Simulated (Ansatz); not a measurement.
Ta: response to strain

Take Ta in the bcc (W type) structure (space group Im-3m, No. 229) as the base.

```
CELL_PARAMETERS angstrom
     -1.65242     1.65242     1.65242
      1.65242    -1.65242     1.65242
      1.65242     1.65242    -1.65242
ATOMIC_POSITIONS crystal
  Ta 0.00000 0.00000 0.00000
```

Cartesian axes are those of the cell as printed.

Strains are applied to the cell and any free atomic positions relax; under biaxial strain the out-of-plane vector relaxes too.

Calculations: Kohn–Sham DFT with the r2SCAN functional, run in Ansatz (a first-principles code) with PAW and 500 eV plane waves, no SOC.

Notes on the quantities. pressure: mean of the normal stresses, compression positive; energy relative to the base: free energy F.

```csv
variant,pressure,volume per atom,energy relative to the base
base,0.0 GPa,18.05 Å³,0 meV/atom
"biaxial strain −1.24 %, plane normal [001], relaxed out of plane",2.3 GPa,17.86 Å³,+4.7 meV/atom
"biaxial strain +1.32 %, plane normal [001], relaxed out of plane",-2.1 GPa,18.25 Å³,+4.8 meV/atom
"biaxial strain +2.14 %, plane normal [001], relaxed out of plane",-3.1 GPa,18.36 Å³,+12 meV/atom
"biaxial strain −0.25 %, plane normal [111], relaxed out of plane",0.5 GPa,18.00 Å³,+0.2 meV/atom
isotropic strain −1.22 %,8.1 GPa,17.40 Å³,+16 meV/atom
isotropic strain +0.66 %,-3.9 GPa,18.41 Å³,+4.4 meV/atom
uniaxial strain ε_xx = −1.32 %,2.8 GPa,17.81 Å³,+2.9 meV/atom
uniaxial strain ε_yy = −2.79 %,6.2 GPa,17.54 Å³,+13 meV/atom
tensor shear ε_xy = −0.38 %,0.0 GPa,18.05 Å³,+0.3 meV/atom
```

Without a gap, meshes like the base's 20×20×20 leave anisotropic stresses uncertain by several tenths of a GPa, and small strain energies with them. Whether these cells are dynamically stable was not tested. The final runs are not spin-polarised.
